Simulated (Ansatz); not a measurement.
The starting structures come from a database of crystals and need not be the phases stable at ambient conditions.

By PBEsol, the system below comes out a metal.

Without scattering a metal conducts by its projected Fermi surface.

```yaml
crystal:
  lattice:
    - [4.29947, 0.00000, 0.00000]
    - [0.00000, 9.97010, 0.00000]
    - [0.00000, -0.58938, 3.37714]
  atoms:
    - { symbol: Zr, position: [0.75000, 0.87658, 0.43829] }
    - { symbol: Zr, position: [0.25000, 0.12342, 0.56171] }
    - { symbol: Zr, position: [0.25000, 0.60998, 0.30499] }
    - { symbol: Zr, position: [0.75000, 0.39002, 0.69501] }
    - { symbol: Rh, position: [0.75000, 0.11288, 0.05644] }
    - { symbol: Rh, position: [0.25000, 0.88712, 0.94356] }
    - { symbol: Rh, position: [0.25000, 0.33606, 0.16803] }
    - { symbol: Rh, position: [0.75000, 0.66394, 0.83197] }
```

Space group of this cell: Cmcm. The cell is taken as given; by PBEsol its mean pressure is -4.2 GPa.

The current flows along the normal of the first two printed cell vectors. No spin-orbit coupling; the value is a mean over 0.1 eV about the Fermi level.

Problem. Estimate the ballistic conductance per area that Ansatz (a program for electronic structure) with PBEsol returns for this system.

Solution. 0.60 × 10¹⁵ S/m² for both spins.
